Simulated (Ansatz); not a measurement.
Base system: ZrB₂ (space group P6/mmm, No. 191; a = 3.171 Å, c = 3.542 Å; relaxed with 0.1 eV smearing).

Computed with PBE (Ansatz, a first-principles code; PAW; 420 eV plane waves; no spin-orbit coupling).

Before the change:

- Pressure = 0.0 GPa
- Band gap = zero

The change: every lattice vector is shortened by 2.00 %; the atoms relax in the strained cell.

Estimate the effect on the pressure.

The pressure (mean of the normal stresses, compression positive) goes from zero to 16.3 GPa.

Estimate the effect on the energy relative to the base.

The energy rises by 29 meV/atom.

What does the calculation give for the band gap after the change?

The band gap stays zero.

No phonon test of stability was made. The final runs are not spin-polarised.
